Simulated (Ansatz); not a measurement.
Take Ga2O3 in the corundum structure (space group R-3c, No. 167; a = 5.058 Å, c = 13.623 Å (hexagonal axes)) as the base. Axes: x lies along a and z along c of the hexagonal cell.

Level of theory: Kohn–Sham DFT with the PBE functional, run in Ansatz (a quantum-chemistry and plane-wave program) with PAW and 420 eV plane waves, no spin-orbit coupling.

For the base:

- Shortest interatomic distance: 1.952 Å

One thing is altered: the cell is compressed by 3.00 % along z with no lateral relaxation; the atoms relax in the strained cell.

Question: What happens to the shortest interatomic distance, stress and energy relative to the base?

Answer: The shortest interatomic distance drops by 0.016 Å (1.952 Å → 1.936 Å); the stress (xx, yy, zz, yz, xz, xy; compression positive) is (3.84, 3.84, 10.16, 0.00, 0.00, 0.00) GPa; the energy increases by 9.4 meV/atom.

Whether these cells are dynamically stable was not tested.
